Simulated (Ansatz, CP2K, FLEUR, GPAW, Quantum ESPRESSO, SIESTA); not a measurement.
Code comparison for CaCd2 (Imma, 6 atoms in the cell)

Self-consistent single point.

```yaml
crystal:
  lattice:
    - [-2.46894, 3.78884, 4.19787]
    - [2.46894, -3.78884, 4.19787]
    - [2.46894, 3.78884, -4.19787]
  atoms:
    - { symbol: Ca, position: [0.79145, 0.54145, 0.25000] }
    - { symbol: Ca, position: [0.20855, 0.45855, 0.75000] }
    - { symbol: Cd, position: [0.61667, 0.16455, 0.45212] }
    - { symbol: Cd, position: [0.38333, 0.83545, 0.54788] }
    - { symbol: Cd, position: [0.21243, 0.16455, 0.04788] }
    - { symbol: Cd, position: [0.78757, 0.83545, 0.95212] }
```

Shared settings, as Ansatz (an electronic-structure program) writes them: kpoints.mp_grid.grid = 4 4 4; scf.occupations.method = fermi_dirac; scf.occupations.width = 0.1 eV. Potentials and cutoffs stand in the table.

| code | model | pressure (GPa) | largest force (eV/Å) | cutoff |
|---|---|---|---|---|
| FLEUR | PBEsol, all-electron FLAPW (FLEUR), scalar-relativistic valence | – | 0.032 | Kmax 4 1/bohr |
| CP2K | PBEsol, GPW, DZVP-MOLOPT-SR-GTH basis, GTH-PBE potentials (GTH_POTENTIALS) | -0.79 | 0.052 | grid 500 Ry |
| Ansatz | PBEsol, PAW files made with PBE | -1.58 | 0.033 | default |
| SIESTA | GGA PBEsol, numerical atomic orbitals DZP, PseudoDojo PBEsol standard norm-conserving potentials (rewritten from UPF to PSML) | -1.50 | 0.189 | grid 300 Ry |
| GPAW | PBEsol, GPAW PAW datasets PBEsol (made by gpaw-setup) | -1.84 | 0.026 | 550 eV |
| Quantum ESPRESSO | PBEsol, SSSP 1.1.2 efficiency (PBE) pseudopotentials | -2.52 | 0.032 | 45 Ry |

Size of the force on each atom (eV/Å): Sizes of forces hide their directions.

| code | Ca1 | Ca2 | Cd3 | Cd4 | Cd5 | Cd6 |
|---|---|---|---|---|---|---|
| FLEUR | 0.013 | 0.013 | 0.032 | 0.032 | 0.032 | 0.032 |
| CP2K | 0.005 | 0.005 | 0.052 | 0.052 | 0.052 | 0.052 |
| Ansatz | 0.013 | 0.013 | 0.033 | 0.033 | 0.033 | 0.033 |
| SIESTA | 0.189 | 0.189 | 0.087 | 0.087 | 0.086 | 0.086 |
| GPAW | 0.016 | 0.016 | 0.026 | 0.026 | 0.026 | 0.026 |
| Quantum ESPRESSO | 0.013 | 0.013 | 0.032 | 0.032 | 0.032 | 0.032 |

A dash marks a value that a program does not give, or that is left out as unsure.

The spread over the programs that give each value: pressure within 1.73 GPa; largest force within 0.163 eV/Å.

CP2K and SIESTA use small atom-centred bases, whose incompleteness enters pressures, forces and empty levels differently from a plane-wave cutoff. FLEUR treats all electrons, but the usual bases taken here (sphere radii, linearisation, local orbitals, empty states) were not tested for convergence, so the values are no reference for the others. Ansatz's pressure is given at a fixed set of plane waves, as the other plane-wave codes print theirs. In the pressure, CP2K (by 1.04) lies more than 1 GPa from the median of the plane-wave programs. In the force vectors, SIESTA (by 0.203) lies more than 0.08 eV/Å from the median of the plane-wave programs.

The starting cell comes from a database of computed structures (which also holds hypothetical and non-ambient phases and stackings), without a prior relaxation at this level.

Left out of this page: ABINIT (failed or unconverged); Elk (not drawn, or without a comparable value).

Keys are those of Ansatz 0.2.
